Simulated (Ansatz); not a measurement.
## What uniaxial strain ε_zz = +2.50 % does to TiAl

Start from TiAl (space group P4/mmm, No. 123; a = 2.766 Å, c = 4.002 Å; relaxed with 0.1 eV smearing). Axes: x, y, z lie along a, b, c of the conventional cell.

Now apply this change: the cell is stretched by 2.50 % along z with no lateral relaxation; the atoms relax in the strained cell.

Method: LDA/PAW in Ansatz (a program for electronic structure), spin-orbit coupling left out. Γ-centred 21×21×15 mesh, Fermi–Dirac width 0.1 eV.

The volume per atom goes up by 0.38 Å³ to 15.69 Å³ and the space group is still P4/mmm (No. 123). The shortest interatomic distance stays 2.766 Å and the energy rises by 5.3 meV/atom. The band gap remains zero and the stress (xx, yy, zz, yz, xz, xy; compression positive) comes out as (-2.3, -2.3, -4.4, 0.0, 0.0, 0.0) GPa.

No phonon test of stability was made. The final runs are not spin-polarised.
